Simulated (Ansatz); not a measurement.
SiO2, pressure series

The reference is SiO2 (space group P3_121, No. 152).

Space group P3₁21 (No. 152); a = b = 4.949 Å, c = 5.442 Å, α = β = 90.00°, γ = 120.00°

```
atom  site  symmetry       x       y       z
----  ----  --------  ------  ------  ------
Si      3b       .2.  0.5295  0.5295  0.5000
O       6c         1  0.7333  0.1459  0.0476
```

Cell and atoms are relaxed at each pressure.

Calculations: Kohn–Sham DFT with the PBEsol functional, run in Ansatz (a first-principles code) with PAW and 420 eV plane waves, no SOC.

Candidates:
(a) pressure −2 GPa
(b) pressure −1 GPa
(c) pressure 3 GPa
(d) pressure 30 GPa

For the base:

- Smallest direct gap = 6.03 eV

Question: Order them by smallest direct gap, highest first.

Answer: (d) pressure 30 GPa (6.89 eV), (c) pressure 3 GPa (6.15 eV), (b) pressure −1 GPa (5.98 eV), (a) pressure −2 GPa (5.75 eV)

Load acts through the strain it causes; cell and atoms are relaxed under it. No phonon test of stability was made. No other phases were tried under pressure.
